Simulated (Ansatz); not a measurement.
One base run on Na3Mn2SbO6 (C2/m, 12 atoms in the cell) and variants with one or two settings moved

```
CELL_PARAMETERS angstrom
      2.78457    -4.80965     0.00000
      2.78457     4.80965     0.00000
     -1.88209     0.00000     5.47222
ATOMIC_POSITIONS crystal
  Na 0.50001 0.49999 0.50000
  Na 0.82865 0.17135 0.50000
  Na 0.17136 0.82864 0.50000
  Mn 0.33376 0.66624 0.00000
  Mn 0.66624 0.33376 0.00000
  Sb 0.00001 0.99999 0.00000
  O  0.76424 0.76420 0.20555
  O  0.23580 0.23576 0.79445
  O  0.93081 0.62457 0.79082
  O  0.37543 0.06919 0.20918
  O  0.62461 0.93083 0.79081
  O  0.06917 0.37539 0.20919
```
Moments meant for the start (each program seeds them in its own way; μB, in the order of the atoms Na Na Na Mn Mn Sb O O O O O O): 0.0 0.0 0.0 4.0 4.0 0.0 0.0 0.0 0.0 0.0 0.0 0.0.

Base run A: PBEsol, default PAW files made with PBE (Ansatz, a program for electronic structure), self-consistent single point.

Its settings: basis.ecutwfc = 420 eV; kpoints.mp_grid.grid = 4 4 3; hamiltonian.xc = pbesol; hamiltonian.pseudopotentials = {kind: paw} (the program's default PAW files); magnetization.spin_polarized = true; scf.occupations.method = gaussian; scf.occupations.width = 0.05 eV.

The starting cell comes from a database of computed structures (which also holds hypothetical and non-ambient phases and stackings), without a prior relaxation at this level. The magnetic order is the one reached from the typed start; others were not searched systematically. The program warned that a starting moment was not kept. In the base run, with a pressure of about -5 GPa the cell is away from its equilibrium volume at this level. Ansatz's pressure includes its estimate of the finite-basis (Pulay) stress.

ΔF is the free energy per atom less that of run A. A dash stands where there is no value to compare (another energy zero or no entropy term, no result, no spin, no clean gap, or a mesh too coarse for one). Absolute energies have different zeros for different potentials, functionals, Hubbard and dispersion terms and are not compared across them.

Runs D sample the zone with one or two k-points, far too few for so small a cell.

Run A gave: pressure (GPa) -5.42; largest force (eV/Å) 0.323; k-points 17.

Runs:
- B: hamiltonian.xc: pbesol → blyp [BLYP]
- C: crystal.symmetry.detect: default → false
- D: kpoints.mp_grid.grid: 4 4 3 → 2 2 1; kpoints.mp_grid.shift: default → 0.5 0.5 0.5
- E: scf.mixing.algorithm: default (the program chose MSR1) → anderson
- F: scf.mixing.preconditioner: default (the program chose Resta) → kerker; scf.mixing.q_tf: default → 3
- G: scf.mixing.algorithm: default (the program chose MSR1) → broyden; scf.mixing.beta_mag: default → 1

Q: What does run B change against A?

A: The pressure goes from -5.42 to 2.12 GPa and the largest force goes from 0.323 to 0.249 eV/Å.

Q: What does run D change against A?

A: The free energy goes down by 7.4 meV/atom, the pressure stays near -5.44 GPa while the yy stress (positive for compression) goes from -5.85 to -6.65 GPa and the largest force goes from 0.323 to 0.306 eV/Å.

```tsv
run	ΔF (meV/atom)	pressure (GPa)	largest force (eV/Å)	k-points
A	0.00	-5.42	0.323	17
B	–	2.12	0.249	17
C	0.00	-5.42	0.323	26
D	-7.4	-5.44	0.306	2
E	0.00	-5.42	0.323	17
F	0.00	-5.42	0.323	17
G	0.00	-5.42	0.323	17
```

Keys are those of Ansatz 0.2.
